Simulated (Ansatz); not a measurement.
Consider BeS in the zinc blende structure (space group F-43m, No. 216; a = 4.838 Å).

All numbers come from Ansatz (an electronic-structure program) PBEsol, no spin-orbit coupling.

Base values:

The shortest interatomic distance is 2.095 Å, the band gap is 2.91 eV and the width of the top valence band comes out as 3.44 eV.

Now apply this change: a hydrostatic pressure of 15 GPa.

Q: Estimate the effect on the shortest interatomic distance, band gap and width of the top valence band.

A: The shortest interatomic distance drops by 0.084 Å to 2.011 Å; the band gap decreases by 0.314 eV (2.91 eV → 2.59 eV); the width of the top valence band goes up by 0.65 eV to 4.09 eV.

Load acts through the strain it causes; cell and atoms are relaxed under it. No phonon test of stability was made. No other phases were tried under pressure.
